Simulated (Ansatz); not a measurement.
## TiB2, response to strain

Consider TiB₂ (space group P6/mmm, No. 191).

```
CELL_PARAMETERS angstrom
      2.99392     0.00000     0.00000
     -1.49696     2.59281     0.00000
      0.00000     0.00000     3.15953
ATOMIC_POSITIONS crystal
  Ti 0.00000 0.00000 0.00000
  B  0.66667 0.33333 0.50000
  B  0.33333 0.66667 0.50000
```

Cartesian axes are those of the cell as printed.

Strains are applied to the cell and any free atomic positions relax; under biaxial strain the out-of-plane vector relaxes too.

Calculations: plane-wave PAW DFT at the LDA level (Ansatz, a program for electronic structure, 420 eV), no spin-orbit coupling.

Notes on the quantities. pressure: mean of the normal stresses, compression positive.

```csv
variant,pressure,shortest interatomic distance
base,0.0 GPa,172.9 pm
"biaxial strain −3.00 %, plane normal [001], relaxed out of plane",16.2 GPa,167.7 pm
"biaxial strain −2.50 %, plane normal [001], relaxed out of plane",13.2 GPa,168.5 pm
"biaxial strain −2.00 %, plane normal [001], relaxed out of plane",10.4 GPa,169.4 pm
"biaxial strain −1.50 %, plane normal [001], relaxed out of plane",7.6 GPa,170.3 pm
"biaxial strain +0.50 %, plane normal [001], relaxed out of plane",-2.3 GPa,173.7 pm
"biaxial strain +1.00 %, plane normal [001], relaxed out of plane",-4.6 GPa,174.6 pm
"biaxial strain +1.50 %, plane normal [001], relaxed out of plane",-6.8 GPa,175.4 pm
"biaxial strain +2.00 %, plane normal [001], relaxed out of plane",-8.9 GPa,176.3 pm
"biaxial strain +2.50 %, plane normal [001], relaxed out of plane",-11.0 GPa,177.2 pm
```

A case with no gap was solved on a k-mesh chosen for an insulator, which is coarse for it. Without a gap, meshes like the base's 13×13×10 leave anisotropic stresses uncertain by several tenths of a GPa, and small strain energies with them. Stability against distortions was not tested. All final runs are without spin polarisation.
